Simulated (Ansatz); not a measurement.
The starting structures come from a database of crystals and need not be the phases stable at ambient conditions.

Here is the system:

```
CELL_PARAMETERS angstrom
      4.63731     0.24815     0.00000
      0.46094     6.19394     0.00000
      0.00000     0.00000     7.77715
ATOMIC_POSITIONS crystal
  Ag 0.88681 0.30084 0.53197
  Ag 0.11319 0.69916 0.03197
  Ag 0.99514 0.28769 0.90681
  Ag 0.00486 0.71231 0.40681
  H  0.27706 0.04314 0.26932
  H  0.72294 0.95686 0.76932
  H  0.40867 0.00294 0.46339
  H  0.59133 0.99706 0.96339
  I  0.66153 0.48521 0.19928
  I  0.33847 0.51479 0.69928
  O  0.22326 0.02586 0.39362
  O  0.77674 0.97414 0.89362
  F  0.32198 0.03233 0.07292
  F  0.67802 0.96767 0.57292
```

Space group of this cell: P2_1. The cell was relaxed by PBE-D3(BJ).

Transport runs along the normal of the first two printed cell vectors.

The gap is the functional's own, uncorrected, and κ follows it; spin-orbit coupling is left out. Mid-gap values are interpolated between the computed energies.

Question: State the band gap and the smallest decay constant κ at mid-gap according to r2SCAN run with Ansatz (an electronic-structure program).

Answer: Gap 1.46 eV on a 8×6×4 mesh; κ = 0.140 1/Å, at the zone centre.
